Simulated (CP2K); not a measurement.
Worked example: self-consistent single point of Y₂Al₃Si₂ (P1, 7 atoms in the cell) in CP2K.

Computed with LDA (Pade form), GPW, DZVP-MOLOPT-PBE-GTH basis, GTH-PBE potentials (POTENTIAL_UZH) (CP2K).

```
Y2Al3Si2
1.0
    5.46548     0.00000     0.00000
    3.97197     3.75433     0.00000
   -1.18727    -0.47231     6.48250
Y Al Si
2 3 2
Direct
  0.38261   0.37927   0.67464
  0.62367   0.61418   0.32609
  0.68443   0.70480   0.87152
  0.30488   0.30932   0.13353
  0.99768   0.00258   0.99447
  0.91442   0.90080   0.36022
  0.09230   0.08905   0.63954
```

Reference input (self-consistent single point, DFT PBEsol, GPW, DZVP-MOLOPT-PBE-GTH basis, GTH-PBE potentials (POTENTIAL_UZH)): CUTOFF = 500 Ry; REL_CUTOFF = 50 Ry; SMEAR/METHOD = GAUSSIAN; SIGMA = 0.1 eV; KPOINTS/SCHEME = MONKHORST-PACK 5 5 3; XC_FUNCTIONAL = PBE:PBESOL; Y/BASIS_SET = DZVP-MOLOPT-PBE-GTH-q11; Y/POTENTIAL = GTH-PBE-q11; Al/BASIS_SET = DZVP-MOLOPT-PBE-GTH-q3; Al/POTENTIAL = GTH-PBE-q3; Si/BASIS_SET = DZVP-MOLOPT-PBE-GTH-q4; Si/POTENTIAL = GTH-PBE-q4. This run's input differs from it in these lines:

```diff
@@ -42,6 +42,3 @@
     &XC
-      &XC_FUNCTIONAL
-        &PBE
-          PARAMETRIZATION PBESOL
-        &END PBE
+      &XC_FUNCTIONAL PADE
       &END XC_FUNCTIONAL
```

Output, abridged:

```
 SCF WAVEFUNCTION OPTIMIZATION

  Step     Update method      Time    Convergence         Total energy    Change
     1 NoMix/Diag. 0.30E+00      -     1.43674679       -91.6934638631 -9.17E+01
     2 Broy./Diag. 0.30E+00      -     0.07711509       -91.2332210829  4.60E-01
     3 Broy./Diag. 0.30E+00      -     0.04508803       -90.9100551286  3.23E-01
     4 Broy./Diag. 0.30E+00      -     0.01573054       -90.4873965703  4.23E-01
     5 Broy./Diag. 0.30E+00      -     0.00201089       -90.3973317545  9.01E-02
     6 Broy./Diag. 0.30E+00      -     0.00113506       -90.4040067231 -6.67E-03
   [... 2 lines left out ...]
     9 Broy./Diag. 0.30E+00      -     0.00001479       -90.4111129237 -2.07E-04
    10 Broy./Diag. 0.30E+00      -     0.00000886       -90.4110777172  3.52E-05
    11 Broy./Diag. 0.30E+00      -     0.00000216       -90.4110315594  4.62E-05
    12 Broy./Diag. 0.30E+00      -     0.00000048       -90.4110209702  1.06E-05
  *** SCF run converged in    12 steps ***

  Overlap energy of the core charge distribution:               0.00000000000327
  Self energy of the core charge distribution:               -181.09772397337753
  Core Hamiltonian energy:                                     39.84899569755193
  Hartree energy:                                              65.74279059828139
  Exchange-correlation energy:                                -14.90474102017961
  Smearing free energy correction:                             -0.00034227194481
  Fermi energy:                                                 0.30588257802632

  Total energy:                                               -90.41102097024300
  Total energy (extrapolated to sigma->0):                    -90.41084983427059

                     Mulliken Population Analysis

   [... lines left out ...]

 STRESS| Analytical stress tensor [bar]
 STRESS|                        x                   y                   z
 STRESS|      x       -1.66005476750E+04  -2.26744351562E+03   2.79203557981E+03
 STRESS|      y       -2.26744351562E+03  -9.76489000060E+03   1.80612740550E+03
 STRESS|      z        2.79203557981E+03   1.80612740550E+03  -7.01787253130E+03
 STRESS| 1/3 Trace                                            -1.11277700690E+04
```

The run converged in 12 iterations. Against the reference run the pressure goes from -0.50 to -1.11 GPa and the largest force goes from 0.398 to 0.411 eV/Å.

The starting cell comes from a database of computed structures (which also holds hypothetical and non-ambient phases and stackings), without a prior relaxation at this level. Its atoms were displaced at random from the sites of space group no. 12. Values carry the incompleteness of an atom-centred basis. The potentials were made for another functional than the one used.

Cost on one core of a shared machine: roughly 2 min.
